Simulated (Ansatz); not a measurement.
OH on the 1x1 (111) surface of fcc Cu, one in a 1x1 cell, energies for each (5.7 Å²). Energies are against H2O(g) − ½ H2(g), without zero-point or thermal terms; each row is named by its start. No converged result for: 1 more start.

Calculation: PBE (plane waves to 420 eV, PAW; Ansatz, a program for electronic structure).

Slab: 6 atoms, 6.2 Å thick at the start under the adsorbate (thin: gaps and levels are the slab's own); k 12x12x1, smearing 0.1 eV, dipole-corrected; 2 atoms held, the rest relaxed; each run with such symmetry as its start has; spin-polarised, no spin-orbit, no U, no dispersion correction.

A negative adsorption energy means that the adsorbate is more stable on the surface than in its reference. Starts that drift may end in the same place. Heights count from the host atoms within 0.3 Å of the top one.

| starting site | E_ads (eV) | height (Å) | nearest host atom (Å) | bonded to | Δ work function (eV) | lateral drift (Å) | moment (μB) |
|---|---|---|---|---|---|---|---|
| hollow Cu-Cu-Cu over Cu at depth 2.1 Å | 1.00 | 1.54 | Cu 2.00 | 2 Cu | 0.74 | 0.6 | 0.0 |
| hollow Cu-Cu-Cu over Cu at depth 4.1 Å | 1.00 | 1.53 | Cu 2.00 | 2 Cu | 0.74 | 0.7 | 0.0 |
| bridge Cu-Cu (span 2.6 Å) | 1.00 | 1.54 | Cu 2.00 | 2 Cu | 0.75 | 0.1 | 0.0 |
